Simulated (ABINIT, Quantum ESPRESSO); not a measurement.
An ABINIT input for a self-consistent single point of GaCuSe₂ (I-42d, 8 atoms in the cell) (DFT, PBE, plane waves, PAW (JTH v2.0 PBE PAW)):

```
# GaCuSe2, JTH v2.0 PBE PAW
pp_dirpath "./"
pseudos "Ga.GGA_PBE-JTH.xml, Cu.GGA_PBE-JTH.xml, Se.GGA_PBE-JTH.xml"
acell 12.8255324762 12.8255324762 12.8255324762
rprim
        -0.4105689428    0.4105689428    0.8141660066
         0.4105689428   -0.4105689428    0.8141660066
         0.4105689428    0.4105689428   -0.8141660066
natom 8
ntypat 3
znucl 31 29 34
typat 1 1 2 2 3 3 3 3
xred
         0.2500000000    0.7500000000    0.5000000000
         0.5000000000    0.5000000000    0.0000000000
         0.7500000000    0.2500000000    0.5000000000
         0.0000000000    0.0000000000    0.0000000000
         0.1212200000    0.1250000000    0.4962200000
         0.8750000000    0.3712200000    0.9962200000
         0.6287800000    0.6250000000    0.5037800000
         0.3750000000    0.8787800000    0.0037800000
ecut 816 eV
pawecutdg 1633 eV
pawxcdev 0
occopt 3
tsmear 0.00183747
nband 55
kptopt 1
ngkpt 3 3 3
nshiftk 1
shiftk 0 0 0
nstep 50
tolvrs 1.0e-11
prtwf 0
prtden 0
```

Task: Give the Quantum ESPRESSO input for the same structure, mesh, smearing and functional.

Result: This is the input that was run; spellings and numerical settings could be chosen otherwise.

```fortran
&control
    calculation = 'scf'
    prefix = 'gacuse2'
    outdir = './work'
    pseudo_dir = './'
    tprnfor = .true.
    tstress = .true.
/
&system
    ibrav = 7
    celldm(1) = 10.5315306199
    celldm(3) = 1.983018981002
    nat = 8
    ntyp = 3
    ecutwfc = 95
    occupations = 'smearing'
    smearing = 'fd'
    degauss = 0.0036749
/
&electrons
    conv_thr = 1.0d-10
/
ATOMIC_SPECIES
Ga    69.7230  Ga.upf
Cu    63.5460  Cu.upf
Se    78.9710  Se.upf
ATOMIC_POSITIONS bohr
Ga    0.0000000000    5.2657653100    5.2210562796
Ga    0.0000000000    0.0000000000   10.4421125592
Cu   -5.2657653100    0.0000000000    5.2210562796
Cu    0.0000000000    0.0000000000    0.0000000000
Se   -2.5930734692    2.6328826550   -2.6105281398
Se   -7.8986479650    2.5930734692    2.6105281398
Se   -2.6726918407    2.6328826550    7.8315844194
Se    2.6328826550    2.6726918407   13.0526406990
K_POINTS automatic
3 3 3  0 0 0
```

Basis, cutoffs, solver keys and any potentials are the target program's own. This input uses DFT, PBE, plane waves, PseudoDojo standard norm-conserving (PBE) pseudopotentials.

The starting cell comes from a database of computed structures (which also holds hypothetical and non-ambient phases and stackings), without a prior relaxation at this level. Its lattice was rescaled by a random factor within 2.5 % of one. For this run, on top of that: lattice scaled by 0.98.
